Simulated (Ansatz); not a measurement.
The starting structures come from a database of crystals and need not be the phases stable at ambient conditions.

Here is the system:

```xyz
10
Lattice="6.9856 0.0000 0.0000 -3.4928 8.4109 0.0000 0.0000 -3.6227 6.9149" Properties=species:S:1:pos:R:3 pbc="T T T"
Cs     0.0000    -1.0925     6.8035
Cs     3.4928     5.8808     0.1114
Cs     0.0000     3.4394     4.7714
Cs     3.4928     1.3488     2.1436
Sn     5.2392    -1.8113     3.4575
Sn    -1.7464     6.5996     3.4575
As     0.0000     5.9460     1.5779
As     3.4928    -1.1578     5.3371
As     0.0000     0.1060     2.9247
As     3.4928     4.6822     3.9902
```

Space group of this cell: Ibam. The cell is taken as given.

Transport runs along the normal of the first two printed cell vectors.

The gap is the functional's own, uncorrected, and κ follows it; spin-orbit coupling is left out. Mid-gap values are interpolated between the computed energies.

### Question
Give the band gap and the smallest decay constant κ at mid-gap that r2SCAN run with Ansatz (a first-principles code) yields.

### Answer
Gap 1.28 eV on a 6×6×6 mesh; κ = 0.167 1/Å, at the zone centre.
